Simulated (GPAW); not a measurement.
GPAW run on K2SbAuI6 (Fm-3m, 10 atoms in the cell): self-consistent single point.

Method of the run: PBEsol, GPAW PAW datasets PBEsol (made by gpaw-setup) (plane waves; GPAW 25.7.0).

```yaml
crystal:
  lattice:
    - [0.00000, 5.98624, 5.98624]
    - [5.98624, 0.00000, 5.98624]
    - [5.98624, 5.98624, 0.00000]
  atoms:
    - { symbol: K, position: [0.75000, 0.75000, 0.75000] }
    - { symbol: K, position: [0.25000, 0.25000, 0.25000] }
    - { symbol: Sb, position: [0.00000, 0.00000, 0.00000] }
    - { symbol: Au, position: [0.50000, 0.50000, 0.50000] }
    - { symbol: I, position: [0.74683, 0.25317, 0.25317] }
    - { symbol: I, position: [0.25317, 0.74683, 0.74683] }
    - { symbol: I, position: [0.25317, 0.74683, 0.25317] }
    - { symbol: I, position: [0.74683, 0.25317, 0.74683] }
    - { symbol: I, position: [0.25317, 0.25317, 0.74683] }
    - { symbol: I, position: [0.74683, 0.74683, 0.25317] }
```

Reference input (self-consistent single point, DFT PBEsol, plane waves, GPAW PAW datasets PBEsol (made by gpaw-setup)): mode = pw; ecut = 600 eV; xc = PBEsol; kpts = 4 4 4; mesh shift (steps) = 0.5 0.5 0.5; occupations.name = fermi-dirac; occupations.width = 0.1 eV; nbands = -14; convergence.density = 1e-05 e/electron; convergence.energy = 1e-05 eV/electron; symmetry.symmorphic = false; symmetry.tolerance = 0.0005. This run's input differs from it in these lines:

```diff
@@ -23,3 +23,3 @@
             kpts=(4, 4, 4),
-            occupations={'name': 'fermi-dirac', 'width': 0.1},
+            occupations={'name': 'fermi-dirac', 'width': 0.025},
             nbands=-14,
```

The program printed (abridged):

```
     iter     time        total  log10-change:
                         energy   eigst   dens
iter:   1 --:--:--   -28.882649
iter:   2 --:--:--   -28.783269   -0.95  -1.36
iter:   3 --:--:--   -28.201585   -1.56  -1.39
iter:   4 --:--:--   -28.288080   -1.70  -1.56
iter:   5 --:--:--   -28.160887   -2.93  -1.77
iter:   6 --:--:--   -28.145877   -2.19  -1.86
iter:   7 --:--:--   -28.112558   -3.25  -2.24
iter:   8 --:--:--   -28.108338   -4.14  -2.49
iter:   9 --:--:--   -28.108417   -4.60  -2.61
iter:  10 --:--:--   -28.106977   -4.47  -2.68
iter:  11 --:--:--   -28.106758   -5.41  -3.19
iter:  12 --:--:--   -28.106693c  -5.43  -3.23
iter:  13 --:--:--   -28.106646c  -5.70  -3.47
iter:  14 --:--:--   -28.106645c  -6.73  -3.78
iter:  15 --:--:--   -28.106644c  -7.38  -3.86
iter:  16 --:--:--   -28.106642c  -6.34  -4.01
iter:  17 --:--:--   -28.106641c  -8.23c -4.37
iter:  18 --:--:--   -28.106639c  -7.12  -4.38
iter:  19 --:--:--   -28.106639c  -8.58c -4.54
iter:  20 --:--:--   -28.106640c  -8.56c -4.61
iter:  21 --:--:--   -28.106640c  -8.30c -4.83
iter:  22 --:--:--   -28.106640c  -8.89c -5.02c
Converged after 22 iterations.

Dipole moment: (-0.000000, 0.000000, 0.000000) |e|*Ang

Energy contributions relative to reference atoms: (reference = -1886141.292002)

Kinetic:         +0.048361
Potential:       -2.714037
External:        +0.000000
XC:             -24.249521
Entropy (-ST):   -0.009684
Local:           -1.186600
SIC:             +0.000000
--------------------------
Free energy:    -28.111481
Extrapolated:   -28.106640

Showing only first 2 kpts
 Kpt  Band  Eigenvalues  Occupancy
  0    41      1.49658    2.00000
  0    42      1.82389    2.00000
  0    43      3.38383    0.00000
  0    44      4.15183    0.00000

  1    41      1.79346    2.00000
  1    42      1.79346    2.00000
  1    43      3.48436    0.00000
  1    44      4.04784    0.00000

Fermi level: 2.42634

No gap
   [... lines left out ...]
  4 I     0.04842    0.00000   -0.00000
  5 I    -0.04842    0.00000    0.00000
  6 I    -0.00000    0.04842   -0.00000
  7 I    -0.00000   -0.04842    0.00000
  8 I     0.00000   -0.00000    0.04842
  9 I     0.00000    0.00000   -0.04842

Stress tensor:
     0.008322     0.000000    -0.000000
     0.000000     0.008322    -0.000000
    -0.000000    -0.000000     0.008322
Stress (GPa, Voigt): [ 1.3333  1.3333  1.3333 -0.     -0.      0.    ]
```

The run converged in 22 iterations. GPAW prints stress with tension positive. Against the reference run the free energy rises by 3.6 meV/atom, the pressure stays at -1.33 GPa and the largest force stays at 0.048 eV/Å.

The starting cell comes from a database of computed structures (which also holds hypothetical and non-ambient phases and stackings), without a prior relaxation at this level. The run gives no clean gap (levels at the Fermi energy touch, overlap or are partly filled at this smearing), which alone does not show that the compound is a metal.

Cost on one core of a shared machine: roughly 4 min.
